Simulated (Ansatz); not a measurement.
Ag on the 1x1 (111) surface of fcc Pd, one in a 2x2 cell, energies for each (26.9 Å²). Energies are against an atom of fcc Ag, without zero-point or thermal terms; each row is named by its start.

Method: PBE (plane waves to 420 eV, PAW; Ansatz, a first-principles code).

Slab: 17 atoms, 6.8 Å thick at the start under the adsorbate (thin: gaps and levels are the slab's own); k 6x6x1, smearing 0.1 eV, dipole-corrected; 8 atoms held, the rest relaxed; each run with such symmetry as its start has; no spin, no spin-orbit, no U, no dispersion correction.

A negative adsorption energy means that the adsorbate is more stable on the surface than in its reference. Starts that drift may end in the same place. Heights count from the host atoms within 0.3 Å of the top one.

| starting site | E_ads (eV) | height (Å) | nearest host atom (Å) | bonded to | Δ work function (eV) | lateral drift (Å) |
|---|---|---|---|---|---|---|
| top Pd | 0.73 | 2.37 | Pd 2.54 | Pd | -1.41 | 0.0 |
| hollow Pd-Pd-Pd over Pd at depth 2.3 Å | 0.26 | 2.16 | Pd 2.72 | 3 Pd | -1.30 | 0.0 |
| hollow Pd-Pd-Pd over Pd at depth 4.5 Å | 0.23 | 2.14 | Pd 2.71 | 3 Pd | -1.32 | 0.0 |
| bridge Pd-Pd (span 2.8 Å) | 0.23 | 2.15 | Pd 2.71 | 3 Pd | -1.32 | 0.8 |
